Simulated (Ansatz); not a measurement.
**Ni_Al in metastable zinc-blende AlN**

The numbers are results of PBE, PAW (plane waves to 420 eV; Ansatz, a program for electronic structure), not measurements. The supercell holds 64 host sites (2×2×2 repeats of the unit cell), with a 2×2×2 shifted k-point sampling for the final energies. Site at the start: the Al site. Finite-size correction: monopole term and site-potential alignment. Dielectric constants: PBE linear response of the host. Host gap at this level: 3.31 eV. These values are not converged in cell size to better than tenths of an eV. The semilocal functional narrows the gap, so deep levels can fall outside it. Spin–orbit coupling is left out, and no Hubbard U is applied to the open shells. Each state is the lowest found from its start.

Formation energies E_f are given with the Fermi level at the valence-band maximum. Chemical conditions: Al-rich (Δμ(Al) = 0.00 eV, Δμ(Ni) = -1.62 eV, bounded by Al3Ni (Pnma); only phases computed here count, gases as isolated molecules at 0 K). Reference phases: Al: fcc Al, Ni: fcc Ni, ferromagnetic.

```
charge         moment (μB)  largest move off a lattice site (Å)  image correction with alignment (eV)  E_f, Al-rich (eV)  above the lowest spin state (eV)
------  ------------------  -----------------------------------  ------------------------------------  -----------------  --------------------------------
+1                     2.0                                 0.05                                  0.32               6.25                              0.00
+1†     not spin-polarised                                 0.03                                  0.31                  –                              0.33
0                      3.0                                 0.05                                  0.00               6.60                              0.00
0                      3.0                                 0.05                                  0.00               6.60                              0.00
−1                     2.0                                 0.14                                  0.13               8.68                              0.00
−1†     not spin-polarised                                 0.10                                  0.14                  –                              0.64
−2†                    1.0                                 0.20                                  0.73                  –                              0.00
```

† Not settled in this cell, so no level is given: charge −2: level within 0.1 eV of a band edge or past it.

Starting moments that weren't kept: charge +1 began with 4 μB and ended with 2.0; charge 0 began with 1 μB and ended with 3.0.

Transition levels above the valence-band maximum: ε(+1/0) = 0.35 eV; ε(0/−1) = 2.08 eV. On the lower envelope of the bound states, inside the gap: (+1/0) at 0.35 eV; (0/−1) at 2.08 eV.

Flagged in the runs: a doubtful potential alignment.
